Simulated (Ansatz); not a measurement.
hcp Sc (1 0 0) on wurtzite GaN (1 0 0) (film strained to the substrate, started from cuts of the bulks and a machine-learned relaxation; slabs Ga10N10 and Sc8, which can lie off the formulas)

A periodic stack without vacuum, hcp Sc (1 0 0) on wurtzite GaN (1 0 0) (film strained to the substrate, started from cuts of the bulks and a machine-learned relaxation; slabs Ga10N10 and Sc8, which can lie off the formulas): substrate slab Ga10N10, film Sc8, surface cells [[0, 1], [-1, 0]] and [[0, 1], [-1, 0]], film strained by -3.1 and +1.5 %, outermost planes GaN/GaN and Sc/Sc as cut, which need not be the usual terminations and can put a slab off its formula.

The start was prepared with a machine-learned potential, and the result is one local minimum, with the in-plane cell held and forces under 0.04 eV/Å; the film can end far from its bulk form.

Computed with PBE (plane waves to 420 eV, PAW; Ansatz, a program for electronic structure). No spin–orbit coupling; the runs are not spin-polarised; PBE gaps are too small against experiment. Its k-point mesh 6×10×1, Fermi–Dirac width 0.05 eV.

```
Property                                                                                                                                                                               Value
--------------------------------------------------------------------------------  ----------------------------------------------------------------------------------------------------------
interface area                                                                                                                                                                       16.9 Å²
period                                                                                                                                                                               24.92 Å
heights between the nearest atoms of the two slabs at the two interfaces                                                                                                   -1.44 and -1.44 Å
Ga–Sc contacts across the interfaces within 1.22 times the sum of covalent radii                                                                                             18, mean 2.88 Å
N–Sc contacts across the interfaces within 1.22 times the sum of covalent radii                                                                                              10, mean 2.29 Å
estimate of the barrier                                                           withheld, since the Fermi level falls at or inside a band of the host, which a slab this thin can't settle
```

```xyz
28
Lattice="5.2431 -0.0003 -0.0017 0.0000 3.2184 -0.0464 0.0078 -1.2440 24.9422" Properties=species:S:1:pos:R:3 pbc="T T T"
Ga     3.6077     0.5319    -1.0028
Ga     5.0654     0.5784     1.9898
N      5.4002     0.5471     0.0028
N      1.8470     0.5828     2.1633
Ga     2.5017     2.2059     3.1016
Ga     5.1278     2.2297     4.8146
N      4.4600     2.2020     2.9332
N      1.8515     2.2320     4.9358
Ga     2.5064     0.6358     5.8676
Ga     5.1299     0.6607     7.6295
N      4.4790     0.6340     5.7689
N      1.8594     0.6624     7.7293
Ga     2.5101     2.2849     8.6365
Ga     5.1305     2.3091    10.3487
N      4.4767     2.2830     8.5156
N      1.8455     2.3117    10.5190
Ga     2.4524     0.7164    11.5083
Ga     6.2419     0.7590    14.4973
N      4.4770     0.7137    11.3340
N      2.7911     0.7449    13.4951
Sc     0.9683     2.4035    16.9004
Sc     4.2579     2.3479    13.0372
Sc     0.9663     0.8361    19.7929
Sc     3.5370     0.7754    15.6175
Sc     0.9104    -0.7285    22.8226
Sc     3.5888    -0.7899    18.6462
Sc     1.6317     0.9177    25.3559
Sc     3.5872     0.8617    21.4923
```
